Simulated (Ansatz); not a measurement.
## SnTe: response to strain

Start from SnTe in the rock salt structure (space group Fm-3m, No. 225).

```xyz
2
Lattice="0.0000 3.1856 3.1856 3.1856 0.0000 3.1856 3.1856 3.1856 0.0000" Properties=species:S:1:pos:R:3 pbc="T T T"
Te     0.0000     0.0000     0.0000
Sn     3.1856     3.1856     3.1856
```

Cartesian axes are those of the cell as printed.

Strains are applied to the cell and any free atomic positions relax; under biaxial strain the out-of-plane vector relaxes too.

Computed with r2SCAN (Ansatz, a first-principles code), no SOC, earlier PAW set.

Candidates:
(a) biaxial strain +1.55 %, plane normal [001], relaxed out of plane
(b) isotropic strain +2.01 %
(c) uniaxial strain ε_yy = −0.85 %
(d) isotropic strain +1.49 %

Notes on the quantities. energy relative to the base: free energy F.

Question: Order them by energy relative to the base, lowest first.

Answer: (c) uniaxial strain ε_yy = −0.85 % (+1.0 meV/atom), (a) biaxial strain +1.55 %, plane normal [001], relaxed out of plane (+5.9 meV/atom), (d) isotropic strain +1.49 % (+8.4 meV/atom), (b) isotropic strain +2.01 % (+15 meV/atom)

No phonon test of stability was made.
